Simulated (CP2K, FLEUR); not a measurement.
A FLEUR input for a self-consistent single point of RbCl (Fm-3m, 2 atoms in the cell) (DFT, LDA (Perdew-Zunger), all-electron FLAPW (FLEUR), scalar-relativistic valence):

Input of the input generator:

```
scf RbCl
&input film=f /
-0.0000000000 0.7071067812 0.7071067812
0.7071067812 -0.0000000000 0.7071067812
0.7071067812 0.7071067812 -0.0000000000
8.7924470751
1.0 1.0 1.0

2
37 0.0000000000 0.0000000000 0.0000000000
17 0.5000000000 0.5000000000 0.5000000000

&comp jspins=1 /
&exco xctyp='pz' /
&kpt div1=9 div2=9 div3=9 /
&end /
```

```xml
<?xml version="1.0" encoding="UTF-8" standalone="no"?>
<fleurInput fleurInputVersion="0.39">
   <comment>
      scf RbCl                                                                                            
   </comment>
   <calculationSetup>
      <cutoffs Kmax="3.8" Gmax="13.3" GmaxXC="13.3" numbands="0"/>
      <scfLoop itmax="80" minDistance="0.00001" maxIterBroyd="25" imix="Anderson" alpha="0.05" precondParam="0.0" spinf="2.0"/>
      <coreElectrons ctail="T" frcor="F" kcrel="0" coretail_lmax="0"/>
      <xcFunctional name="pz" relativisticCorrections="F"/>
      <magnetism jspins="1"/>
      <soc l_soc="F" theta="0.0" phi="0.0" spav="F"/>
      <expertModes spex="0" secvar="F"/>
      <geometryOptimization l_f="T" forcealpha="1.0" forcemix="BFGS" epsdisp="0.00001" epsforce="0.00001"/>
      <ldaU l_linMix="F" mixParam="0.05" spinf="1.0"/>
   </calculationSetup>
   <cell>
      <bzIntegration valenceElectrons="16.0" mode="hist" fermiSmearingEnergy="0.00183747">
         <kPointListSelection listName="default-1"/>
         <!-- k-points included here -->
         <xi:include xmlns:xi="http://www.w3.org/2001/XInclude" href="kpts.xml"> </xi:include>
      </bzIntegration>
      <!-- symmetry operations included here -->
      <xi:include xmlns:xi="http://www.w3.org/2001/XInclude" href="sym.xml"> </xi:include>
      <bulkLattice scale="1.0">
         <bravaisMatrix>
            <row-1>    0.0000000000000000     6.2171989501453160     6.2171989501453160</row-1>
            <row-2>    6.2171989501453160     0.0000000000000000     6.2171989501453160</row-2>
            <row-3>    6.2171989501453160     6.2171989501453160     0.0000000000000000</row-3>
         </bravaisMatrix>
      </bulkLattice>
   </cell>
   <atomSpecies>
      <species name="Rubidium (Rb)" element="Rb" atomicNumber="37">
         <mtSphere radius="2.68" gridPoints="925" logIncrement="0.014"/>
         <atomicCutoffs lmax="10" lnonsphr="8"/>
         <electronConfig flipSpins="F">
            <coreConfig>(1s1/2) (2s1/2) (2p1/2) (2p3/2) (3s1/2) (3p1/2) (3p3/2) (3d3/2) (3d5/2)</coreConfig>
            <valenceConfig>(4s1/2) (4p1/2) (4p3/2) (5s1/2)</valenceConfig>
            <stateOccupation state="(5s1/2)" spinUp="0.5" spinDown="0.5"/>
         </electronConfig>
         <energyParameters s="5" p="5" d="4" f="4"/>
         <lo type="SCLO" l="0" n="4" eDeriv="0"/>
         <lo type="SCLO" l="1" n="4" eDeriv="0"/>
      </species>
      <species name="Chlorine (Cl)" element="Cl" atomicNumber="17">
         <mtSphere radius="2.68" gridPoints="925" logIncrement="0.013"/>
         <atomicCutoffs lmax="10" lnonsphr="8"/>
         <electronConfig flipSpins="F">
            <coreConfig>(1s1/2) (2s1/2) (2p1/2) (2p3/2)</coreConfig>
            <valenceConfig>(3s1/2) (3p1/2) (3p3/2)</valenceConfig>
            <stateOccupation state="(3p1/2)" spinUp="0.8333333333333" spinDown="0.8333333333333"/>
            <stateOccupation state="(3p3/2)" spinUp="1.6666666666667" spinDown="1.6666666666667"/>
         </electronConfig>
         <energyParameters s="3" p="3" d="3" f="4"/>
      </species>
   </atomSpecies>
   <atomGroups>
      <atomGroup species="Rubidium (Rb)">
         <relPos label="                   1">.0000000000 .0000000000 .0000000000</relPos>
         <force calculate="T" relaxXYZ="TTT"/>
      </atomGroup>
      <atomGroup species="Chlorine (Cl)">
         <relPos label="                   2">1.000/2.000 1.000/2.000 1.000/2.000</relPos>
         <force calculate="T" relaxXYZ="TTT"/>
      </atomGroup>
   </atomGroups>
   <output dos="F" band="F" slice="F">
      <checks vchk="F" cdinf="F"/>
      <bandDOS minEnergy="-.5*Htr" maxEnergy="0.5*Htr" sigma="0.015" storeEVData="T"/>
      <vacuumDOS vacdos="F" integ="F" star="F" nstars="0" locx1="0.0" locy1="0.0" locx2="0.0" locy2="0.0" nstm="0" tworkf="0.0"/>
      <unfoldingBand unfoldBand="F" supercellX="1" supercellY="1" supercellZ="1"/>
      <plotting iplot="0" polar="F">
         <plot TwoD="T" vec1="  1.0  0.0  0.0" vec2="  0.0  1.0  0.0" vec3="  0.0  0.0  1.0" zero="  0.0  0.0  0.0" file="plot"/>
      </plotting>
      <chargeDensitySlicing numkpt="0" minEigenval="0.0" maxEigenval="0.0" nnne="0" pallst="F"/>
      <specialOutput eonly="F"/>
      <magneticCircularDichroism mcd="F" energyLo="-10.0" energyUp="0.0"/>
   </output>
  <!-- We include the file relax.xml here to enable relaxations (see documentation) -->
  <xi:include xmlns:xi="http://www.w3.org/2001/XInclude" href="relax.xml"> <xi:fallback/> </xi:include>
</fleurInput>
```

Translate this input to CP2K.

This is the input that was run; spellings and numerical settings could be chosen otherwise.

```
&GLOBAL
  PROJECT scf
  RUN_TYPE ENERGY_FORCE
  PRINT_LEVEL MEDIUM
&END GLOBAL
&FORCE_EVAL
  METHOD Quickstep
  STRESS_TENSOR ANALYTICAL
  &DFT
    BASIS_SET_FILE_NAME BASIS_MOLOPT_UZH
    POTENTIAL_FILE_NAME POTENTIAL_UZH
    &QS
      METHOD GPW
      EPS_DEFAULT 1E-10
    &END QS
    &MGRID
      CUTOFF 500
      REL_CUTOFF 40
      NGRIDS 5
    &END MGRID
    &SCF
      SCF_GUESS ATOMIC
      EPS_SCF 1E-6
      MAX_SCF 100
      ADDED_MOS 4
      &DIAGONALIZATION
        ALGORITHM STANDARD
      &END DIAGONALIZATION
      &MIXING
        METHOD BROYDEN_MIXING
        ALPHA 0.4
        NBUFFER 12
        BETA 1.5
      &END MIXING
      &SMEAR ON
        METHOD FERMI_DIRAC
        ELECTRONIC_TEMPERATURE [K] 580.23
      &END SMEAR
    &END SCF
    &KPOINTS
      SCHEME MONKHORST-PACK 9 9 9
    &END KPOINTS
    &XC
      &XC_FUNCTIONAL PADE
      &END XC_FUNCTIONAL
    &END XC
    &PRINT
      &MO
        EIGENVALUES T
        OCCUPATION_NUMBERS T
        NDIGITS 8
        FILENAME mo
        &EACH
          QS_SCF 0
        &END EACH
        ADD_LAST NUMERIC
      &END MO
      &MULLIKEN ON
      &END MULLIKEN
    &END PRINT
  &END DFT
  &SUBSYS
    &CELL
      ABC 4.65276300 4.65276279 4.65276269
      ALPHA_BETA_GAMMA 60.00000302 60.00000489 60.00000560
      PERIODIC XYZ
    &END CELL
    &COORD
      SCALED
      Rb       0.00000000     0.00000000     0.00000000
      Cl       0.50000000     0.50000000     0.50000000
    &END COORD
    &KIND Rb
      BASIS_SET DZVP-MOLOPT-PBE-GTH-q9
      POTENTIAL GTH-PBE-q9
    &END KIND
    &KIND Cl
      BASIS_SET DZVP-MOLOPT-PBE-GTH-q7
      POTENTIAL GTH-PBE-q7
    &END KIND
  &END SUBSYS
  &PRINT
    &FORCES ON
    &END FORCES
    &STRESS_TENSOR ON
    &END STRESS_TENSOR
  &END PRINT
&END FORCE_EVAL
```

Basis settings and potentials, where a program has them, do not carry over. This input uses DFT LDA (Pade form), GPW, DZVP-MOLOPT-PBE-GTH basis, GTH-PBE potentials (POTENTIAL_UZH). LDA parametrisations can differ slightly between programs. Both were run: gap on the mesh 4.664 eV in FLEUR and 4.515 in CP2K.

On CP2K: the starting cell has typed, rounded lattice constants, without a prior relaxation at this level. Values carry the incompleteness of an atom-centred basis. The potentials were made for another functional than the one used.

On FLEUR: the starting cell has typed, rounded lattice constants, without a prior relaxation at this level. Values depend on the basis (sphere radii, cutoffs, local orbitals), which need not be converged.
